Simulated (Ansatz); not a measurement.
Seebeck coefficient (μV/K, mean over directions) of n-type BAs (F-43m) against carrier density, Ansatz (a quantum-chemistry and plane-wave program) with r2SCAN with spin-orbit coupling, rigid bands. Computed gap 1.30 eV; densities at which minority carriers matter at this gap, or further valleys turn the trend, are left out. Conductivity mass 0.30 mₑ (harmonic mean over directions), N_c = 3.4e19 cm⁻³ at 300 K.

```json
[
 {"electron density": "1e17 cm⁻³", "300 K": "-714", "500 K": "-781", "800 K": "-845"},
 {"electron density": "1e18 cm⁻³", "300 K": "[?]", "500 K": "-583", "800 K": "-647"},
 {"electron density": "3e18 cm⁻³", "300 K": "-422", "500 K": "-488", "800 K": "-552"},
 {"electron density": "1e19 cm⁻³", "300 K": "-320", "500 K": "-385", "800 K": "-449"},
 {"electron density": "3e19 cm⁻³", "300 K": "[?]", "500 K": "[?]", "800 K": "-355"},
 {"electron density": "1e20 cm⁻³", "300 K": "-140", "500 K": "-196", "800 K": "-256"},
 {"electron density": "3e20 cm⁻³", "300 K": "-77", "500 K": "-120", "800 K": "-172"},
 {"electron density": "1e21 cm⁻³", "300 K": "-38", "500 K": "-64", "800 K": "-102"}
]
```

**Question.** What belongs in the gaps?

**Answer.** 
- 1e18 cm⁻³, 300 K: -516
- 3e19 cm⁻³, 300 K: -230
- 3e19 cm⁻³, 500 K: -293

Rigid bands with a gap fixed in temperature, one relaxation time for all states, no polarons or phonon drag, and whether or not such doping can be reached. Geometry: cell and atoms relaxed with PBEsol.
